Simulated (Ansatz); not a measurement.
**Pressure series in hypothetical P6_3/mmc PtSe2**

Take PtSe$_{2}$ in the 2H-MoS2 type structure (space group P6_3/mmc, No. 194; a hypothetical phase, not in the database extracts checked; layered, stacked along the Cartesian z axis) as the base.

```yaml
crystal:
  lattice:
    - [3.59114, 0.00000, 0.00000]
    - [-1.79557, 3.11002, 0.00000]
    - [0.00000, 0.00000, 11.25123]
  atoms:
    - { symbol: Pt, position: [0.33333, 0.66667, 0.25000] }
    - { symbol: Pt, position: [0.66667, 0.33333, 0.75000] }
    - { symbol: Se, position: [0.33333, 0.66667, 0.61744] }
    - { symbol: Se, position: [0.66667, 0.33333, 0.11744] }
    - { symbol: Se, position: [0.66667, 0.33333, 0.38256] }
    - { symbol: Se, position: [0.33333, 0.66667, 0.88256] }
```

Cell and atoms are relaxed at each pressure.

All numbers come from r2SCAN+rVV10 (Ansatz, a first-principles code, PAW, scalar-relativistic without spin-orbit coupling).

Notes on the quantities. enthalpy: H = E + PV relative to the base's energy.

```tsv
case	c/a ratio	lattice parameter a	enthalpy
base	3.133	3.591 Å	–
pressure −2 GPa	3.220	3.637 Å	-0.27 eV/atom
pressure −1 GPa	3.163	3.610 Å	-0.13 eV/atom
pressure 0.3 GPa	3.128	3.586 Å	+0.04 eV/atom
pressure 0.7 GPa	3.120	3.579 Å	+0.09 eV/atom
pressure 1.5 GPa	3.108	3.566 Å	+0.19 eV/atom
pressure 3 GPa	3.094	3.543 Å	+0.38 eV/atom
pressure 5 GPa	3.085	3.517 Å	+0.63 eV/atom
pressure 7.5 GPa	3.081	3.485 Å	+0.92 eV/atom
pressure 10 GPa	3.082	3.455 Å	+1.21 eV/atom
```

Load acts through the strain it causes; cell and atoms are relaxed under it. No phonon test of stability was made. Competing high-pressure phases were not computed. All final runs are without spin polarisation. PtSe2 has a high density of states at the Fermi level and may be magnetic at this level.
